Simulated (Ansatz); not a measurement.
Input and output of a self-consistent single point for Mo (Im-3m, 1 atom in the cell) (Ansatz, an electronic-structure program).

Method of the run: PBE (plane waves, PAW; Ansatz).

The change in words: lattice scaled by 0.98. Reference geometry:
```
CELL_PARAMETERS angstrom
     -1.57500     1.57500     1.57500
      1.57500    -1.57500     1.57500
      1.57500     1.57500    -1.57500
ATOMIC_POSITIONS crystal
  Mo 0.00000 0.00000 0.00000
```

Reference input (self-consistent single point, DFT, PBE, plane waves, default PAW files): kpoints.mp_grid.grid = 10 10 10; hamiltonian.xc = pbe; hamiltonian.pseudopotentials = {kind: paw} (the program's default PAW files); scf.occupations.method = gaussian; scf.occupations.width = 0.0037 Ry. This run's input differs from it in these lines:

```diff
@@ -2,5 +2,5 @@
   lattice:
-    - [-1.575000, 1.575000, 1.575000]
-    - [1.575000, -1.575000, 1.575000]
-    - [1.575000, 1.575000, -1.575000]
+    - [-1.543500, 1.543500, 1.543500]
+    - [1.543500, -1.543500, 1.543500]
+    - [1.543500, 1.543500, -1.543500]
   atoms:
```

Log, with long lists cut:

```
SCF iter   1: F=—  HF=-4955.942421 eV  |F-HF|=—  |Δ(HF+E_count)|=         —  Δρ=3.85e-3  dr2=6.61e-4  ethr=1.77e-3  ⟨swp⟩=5.0  Hψ=3024  notcnv=0
all-band conjugate gradients solve this SCF's bands
preconditioner: auto → none
SCF iter   2: F=—  HF=-4955.942424 eV  |F-HF|=—  |Δ(HF+E_count)|=   2.89e-6  Δρ=1.89e-3  dr2=1.50e-4  ethr=4.72e-6  ⟨swp⟩=2.0  Hψ=1014  notcnv=0
SCF iter   3: F=—  HF=-4955.942450 eV  |F-HF|=—  |Δ(HF+E_count)|=   2.61e-5  Δρ=1.08e-4  dr2=8.90e-7  ethr=1.07e-6  ⟨swp⟩=1.0  Hψ=511  notcnv=0
SCF iter   4: F=—  HF=-4955.942447 eV  |F-HF|=—  |Δ(HF+E_count)|=   3.74e-6  Δρ=3.81e-5  dr2=6.31e-8  ethr=6.36e-9  ⟨swp⟩=2.1  Hψ=672  notcnv=0
iter 5 did not close the SCF: its close was put off for the readings that it lacked (scf_convergence_deferred on its scf_iter line)
SCF iter   5: F=-4955.942447 eV  HF=-4955.942447 eV  |F-HF|=2.49e-8  |Δ(HF+E_count)|=   1.00e-8  Δρ=2.05e-5  dr2=3.07e-8  ethr=4.50e-10  ⟨swp⟩=2.0  Hψ=842  notcnv=0
SCF iter   6: F=-4955.942447 eV  HF=-4955.942447 eV  |F-HF|=9.65e-10  |Δ(HF+E_count)|=   1.28e-8  Δρ=4.41e-6  dr2=1.27e-9  ethr=2.20e-10  ⟨swp⟩=2.3  Hψ=1908  notcnv=0
SCF 1 converged in 6 iterations: F = -4955.942447 eV  dr2 = 1.27e-9
Free energy (F): -4955.942447 eV
Internal energy: -4955.941170 eV  (E = F + TS)
E sigma→0 (E₀):  -4955.941809 eV
Entropy (-TS):   -0.001276 eV (-1.276 meV/atom)
Fermi energy:    22.768640 eV
--- Forces (eV/Å), atoms counted from 1 ---
  atom   1  Mo     0.00000000    -0.00000000     0.00000000
--- Stress (GPa, compression-positive) ---
       20.616001       0.000000      -0.000000
        0.000000      20.616001      -0.000000
       -0.000000      -0.000000      20.616001
  P = ⅓ Tr σ = 20.6160 GPa (206.160 kbar)
  The stress holds the Pulay correction. Without it, at fixed plane waves, as pw.x and ABINIT print it: P = 20.5604 GPa
```

The run converged in 6 iterations. Against the reference run the free energy rises by 62.3 meV/atom and the pressure goes from 2.04 to 20.62 GPa.

The starting cell has typed, rounded lattice constants, without a prior relaxation at this level. For this run, on top of that: lattice scaled by 0.98. Spin polarisation is off. With a pressure of about 21 GPa the cell is away from its equilibrium volume at this level. Ansatz's pressure includes its estimate of the finite-basis (Pulay) stress.

Keys are those of Ansatz 0.2.
